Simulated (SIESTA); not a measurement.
A self-consistent single point of Li (Im-3m, 1 atom in the cell) with SIESTA

Level of theory: SIESTA with GGA PBEsol, numerical atomic orbitals TZP, PseudoDojo PBEsol standard norm-conserving potentials (rewritten from UPF to PSML).

The input file:

```
# files in the folder: Li.psml (PseudoDojo PBEsol standard)
SystemName  Li
SystemLabel siesta

NumberOfAtoms                1
NumberOfSpecies              1
%block ChemicalSpeciesLabel
  1 3 Li
%endblock ChemicalSpeciesLabel
LatticeConstant              3.031496 Ang
%block LatticeVectors
    -0.577350259    0.577350259    0.577350259
     0.577350259   -0.577350259    0.577350259
     0.577350259    0.577350259   -0.577350259
%endblock LatticeVectors
AtomicCoordinatesFormat      Bohr
%block AtomicCoordinatesAndAtomicSpecies
     0.000000000    0.000000000    0.000000000  1
%endblock AtomicCoordinatesAndAtomicSpecies

XC.functional                GGA
XC.authors                   PBEsol
PAO.BasisSize                TZP
PAO.EnergyShift              0.01 Ry
PAO.Polarization.NonPerturbative true
MeshCutoff                   350 Ry
%block kgrid.MonkhorstPack
   13   0   0  0.0
    0  13   0  0.0
    0   0  13  0.0
%endblock kgrid.MonkhorstPack
OccupationFunction           MP
OccupationMPOrder            0
ElectronicTemperature        1160.45 K

MaxSCFIterations             150
SCF.Mixer.Method             Pulay
SCF.Mixer.Weight             0.25
SCF.Mixer.History            8
SCF.DM.Tolerance             1.0E-05
Diag.ParallelOverK           true
WriteForces                  true
```

Output, abridged:

```
reinit: Reading from file input.fdf

reinit: System Name: Li
reinit: System Label: siesta

coor:   Atomic-coordinates input format  =     Cartesian coordinates
coor:                                            (in Bohr units)

siesta: Atomic coordinates (Bohr) and species
siesta:      0.00000   0.00000   0.00000  1        1

siesta: System type = bulk

initatomlists: Number of atoms, orbitals, and projectors:      1     7     8

siesta: ******************** Simulation parameters ****************************
redata: Spin configuration                          = none
redata: Time-Reversal Symmetry                      = T
redata: Number of Atomic Species                    =        1
redata: Mesh Cutoff                                 =   350.0000 Ry
redata: Net charge of the system                    =     0.0000 |e|
redata: Min. number of SCF Iter                     =        0
redata: Max. number of SCF Iter                     =      150
redata: SCF convergence failure will abort job
redata: SCF mix quantity                            = Hamiltonian
redata: Mix DM or H after convergence               =   F
redata: Recompute H after scf cycle                 =   F
redata: Mix DM in first SCF step                    =   T
redata: No kicks to SCF
redata: DM Mixing Weight for Kicks                  =     0.5000
redata: Require Harris convergence for SCF          =   F
redata: Harris energy tolerance for SCF             =     0.000100 eV
redata: Require DM convergence for SCF              =   T
redata: DM tolerance for SCF                        =     0.000010
redata: Require EDM convergence for SCF             =   F
redata: EDM tolerance for SCF                       =     0.001000 eV
redata: Require H convergence for SCF               =   T
redata: Hamiltonian tolerance for SCF               =     0.001000 eV
redata: Require (free) Energy convergence for SCF   =   F
redata: (free) Energy tolerance for SCF             =     0.000100 eV
redata: Using DFT-D3 dispersion                     =   F
redata: Using Saved Data (generic)                  =   F
redata: Method of Calculation                       = Diagonalization
redata: Electronic Temperature                      =  1160.4500 K
redata: Number of TDED substeps                     =        3
redata: Dynamics option                             = Single-point calculation
redata: Save all siesta data in one NC              =   F
redata: ***********************************************************************

%block SCF.Mixers
  Pulay
%endblock SCF.Mixers

%block SCF.Mixer.Pulay
  # Mixing method
  method pulay
  variant stable

  # Mixing options
  weight 0.2500
  weight.linear 0.2500
  history 8
%endblock SCF.Mixer.Pulay

DM_history_depth set to one: no extrapolation allowed by default for geometry relaxation
Size of DM history Fstack: 1
Total number of electrons:     3.000000
Total ionic charge:     3.000000

* ProcessorY, Blocksize:    1   8

* Orbital distribution balance (max,min):     7     7

 Kpoints in:         1183 . Kpoints trimmed:         1099

siesta: k-grid: Number of k-points = 1099
siesta: k-points from Monkhorst-Pack grid
siesta: k-cutoff (effective) =    19.705 Ang
siesta: k-point supercell and displacements
siesta: k-grid:    13     0     0      0.000
siesta: k-grid:     0    13     0      0.000
siesta: k-grid:     0     0    13      0.000

diag: Algorithm                                     = D&C
diag: Parallel over k                               =   F
diag: Use parallel 2D distribution                  =   F
diag: Parallel block-size                           = 8
diag: Parallel distribution                         =     1 x     1
diag: Used triangular part                          = Lower
diag: Absolute tolerance                            =  0.100E-15
diag: Orthogonalization factor                      =  0.100E-05
diag: Memory factor                                 =  1.0000

superc: Internal auxiliary supercell:     9 x     9 x     9  =     729
superc: Number of atoms, orbitals, and projectors:    729   5103   5832

                        Single-point calculation

superc: Internal auxiliary supercell:     9 x     9 x     9  =     729
superc: Number of atoms, orbitals, and projectors:    729   5103   5832

outcell: Unit cell vectors (Ang):
       -1.750235    1.750235    1.750235
        1.750235   -1.750235    1.750235
        1.750235    1.750235   -1.750235

outcell: Cell vector modules (Ang)   :    3.031496    3.031496    3.031496
outcell: Cell angles (23,13,12) (deg):    109.4712    109.4712    109.4712
outcell: Cell volume (Ang**3)        :     21.4461
new_DM -- step:     1
Initializing Density Matrix...

Attempting to read DM from file... Failed...
DM filled with atomic data:

InitMesh: MESH = 30 x 30 x 30 = 27000
InitMesh: Mesh cutoff (required, used) =   350.000   405.996 Ry

stepf: Methfessel-Paxton step function
       Using Hermite-Gauss polynomials of order  0

        iscf     Eharris(eV)        E_KS(eV)     FreeEng(eV)     dDmax    Ef(eV) dHmax(eV)
   scf:    1     -192.714953     -194.495706     -194.497844  0.746338 -5.866632  0.394911
   scf:    2     -194.495890     -194.495798     -194.497938  0.002046 -5.871341  0.289965
   scf:    3     -194.496000     -194.495902     -194.498048  0.005710 -5.884540  0.000546
   scf:    4     -194.495902     -194.495902     -194.498048  0.000114 -5.884940  0.000222
   scf:    5     -194.495902     -194.495902     -194.498048  0.000006 -5.884933  0.000067

SCF Convergence by DM+H criterion
max |DM_out - DM_in|         :     0.0000058378
max |H_out - H_in|      (eV) :     0.0000669186
SCF cycle converged after 5 iterations

Using DM_out to compute the final energy and forces

siesta: E_KS(eV) =             -194.4959

siesta: E_KS - E_eggbox =      -194.4959

siesta: Atomic forces (eV/Ang):
     1   -0.000000    0.000000   -0.000000
   Tot   -0.000000    0.000000   -0.000000
   Max    0.000000
   Res    0.000000    sqrt( Sum f_i^2 / 3N )
   Max    0.000000    constrained

Stress tensor Voigt[x,y,z,yz,xz,xy] (kbar):        4.04        4.04        4.04        0.14        0.14        0.14
(Free)E + p*V (eV/cell)     -194.5522
Target enthalpy (eV/cell)     -194.4980

siesta: Program's energy decomposition (eV):
siesta: Ebs     =      -111.335289
siesta: Eions   =       183.442853
siesta: Ena     =        14.468605
siesta: Ekin    =       141.343595
siesta: Enl     =      -123.340374
siesta: Eso     =         0.000000
siesta: Edftu   =         0.000000
siesta: DEna    =         0.465636
siesta: DUscf   =         0.003829
siesta: DUext   =         0.000000
siesta: Ex      =       -41.208707
siesta: Ec      =        -2.785634
siesta: Exc     =       -43.994341
siesta: Eharris =      -194.495902
siesta: Etot    =      -194.495902
siesta: FreeEng =      -194.498048

siesta: Stress tensor (static) (eV/Ang**3):
siesta:     0.002523    0.000087    0.000087
siesta:     0.000087    0.002523    0.000087
siesta:     0.000087    0.000087    0.002523

siesta: Cell volume =         21.446137 Ang**3

siesta: Pressure (static):
siesta:                Solid            Molecule  Units
siesta:          -0.00002748         -0.00002748  Ry/Bohr**3
siesta:          -0.00252307         -0.00252307  eV/Ang**3
siesta:          -4.04239662         -4.04239662  kBar
```

The run converged in 5 iterations.

The starting cell has typed, rounded lattice constants, without a prior relaxation at this level. Its lattice was rescaled by up to half a per cent. Values carry the incompleteness of an atom-centred basis.
